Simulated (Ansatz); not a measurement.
Base system: TiO₂ in the rutile structure (space group P4_2/mnm, No. 136; a = 4.591 Å, c = 2.939 Å). Axes: x, y, z lie along a, b, c of the conventional cell.

Perturbation: compressive biaxial strain of 0.80 % in the plane normal to [001], as in epitaxy on a mismatched substrate; the out-of-plane cell vector and the atoms relax.

Levels (all Ansatz, a first-principles code, PAW): PBEsol (420 eV, no spin-orbit coupling); r2SCAN (500 eV, without spin-orbit coupling).

The geometry is relaxed with PBEsol.

| Property | Value |
|---|---|
| PBEsol pressure | 2.03 GPa |
| PBEsol band gap | 1.86 eV |
| PBEsol width of the top valence band | 1.67 eV |

**Question.** Predict the pressure, band gap and width of the top valence band from r2SCAN.

**Answer.** The pressure goes up by 2.14 GPa (2.03 GPa → 4.17 GPa); the band gap grows by 0.38 eV to 2.24 eV; the width of the top valence band stays essentially unchanged (1.67 eV against 1.69 eV).

Single points use the geometry relaxed with PBEsol. Their cutoffs differ, which shifts pressures a little. Whether these cells are dynamically stable was not tested. All final runs are without spin polarisation.
